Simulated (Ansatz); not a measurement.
## Response to strain in MgS

The reference is MgS in the rock salt structure (space group Fm-3m, No. 225; a = 5.182 Å). Axes: x, y, z lie along the cube axes.

Strains are applied to the cell and any free atomic positions relax; under biaxial strain the out-of-plane vector relaxes too.

Levels (all Ansatz, an electronic-structure program, PAW): PBEsol (420 eV, no spin-orbit coupling); r2SCAN (500 eV, no spin-orbit coupling); HSE06 (420 eV, no spin-orbit coupling).

Band gaps by level, all at the geometries relaxed with PBEsol:

```tsv
case	PBEsol	r2SCAN	HSE06
base	2.73 eV	3.49 eV	3.83 eV
biaxial strain −4.53 %, plane normal [001], relaxed out of plane	2.59 eV	3.36 eV	3.70 eV
biaxial strain +2.37 %, plane normal [110], relaxed out of plane	2.49 eV	3.24 eV	[?]
isotropic strain −0.69 %	2.77 eV	3.53 eV	[?]
uniaxial strain ε_yy = −4.26 %	2.61 eV	[?]	[?]
```

**Question.** Some entries are withheld; estimate them.

**Answer.** 
- biaxial strain +2.37 %, plane normal [110], relaxed out of plane, HSE06: 3.57 eV
- isotropic strain −0.69 %, HSE06: 3.88 eV
- uniaxial strain ε_yy = −4.26 %, r2SCAN: 3.37 eV
- uniaxial strain ε_yy = −4.26 %, HSE06: 3.72 eV

A biaxial case was relaxed in a doubled cell and then solved in the primitive one. Single points use the geometry relaxed with PBEsol. HSE06 gaps are upper bounds (no full band path). Whether these cells are dynamically stable was not tested. The base started in P3_121 and relaxed to Fm-3m at this level.
